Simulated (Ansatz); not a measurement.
(Si)13/(Ge)2 zinc blende (111) superlattice on Ge, space group P-3m1.

```
CELL_PARAMETERS angstrom
      4.07496     0.00000     0.00000
     -2.03748     3.52902     0.00000
      0.00000     0.00000    46.89514
ATOMIC_POSITIONS crystal
  Si 0.00000 0.00000 0.99823
  Si 0.00000 0.00000 0.04875
  Si 0.33333 0.66667 0.06419
  Si 0.33333 0.66667 0.11481
  Si 0.66667 0.33333 0.13027
  Si 0.66667 0.33333 0.18087
  Si 0.00000 0.00000 0.19633
  Si 0.00000 0.00000 0.24693
  Si 0.33333 0.66667 0.26238
  Si 0.33333 0.66667 0.31297
  Si 0.66667 0.33333 0.32842
  Si 0.66667 0.33333 0.37902
  Si 0.00000 0.00000 0.39447
  Si 0.00000 0.00000 0.44506
  Si 0.33333 0.66667 0.46051
  Si 0.33333 0.66667 0.51110
  Si 0.66667 0.33333 0.52655
  Si 0.66667 0.33333 0.57714
  Si 0.00000 0.00000 0.59260
  Si 0.00000 0.00000 0.64319
  Si 0.33333 0.66667 0.65865
  Si 0.33333 0.66667 0.70925
  Si 0.66667 0.33333 0.72471
  Si 0.66667 0.33333 0.77533
  Si 0.00000 0.00000 0.79078
  Si 0.00000 0.00000 0.84129
  Ge 0.33333 0.66667 0.85774
  Ge 0.33333 0.66667 0.91094
  Ge 0.66667 0.33333 0.92858
  Ge 0.66667 0.33333 0.98178
```

The numbers are results of PBE (plane waves to 420 eV, PAW; Ansatz, a program for electronic structure), not measurements. Scalar-relativistic, without spin–orbit coupling; PBE gaps are too small against experiment. Its k-point mesh 9×9×1, Fermi–Dirac width 0.01 eV.

**Question.** List the levels next to the gap at Γ of this cell's own (folded) zone, from the top of the valence band (the table ends after a fixed count of bands, which can cut a degenerate set).

**Answer.** 
```
band  E − E_v (eV)
----  ------------
v4          -0.492
v3          -0.099
v2          -0.099
v1           0.000
c1           0.188
c2           0.207
c3           0.280
c4           0.291
```
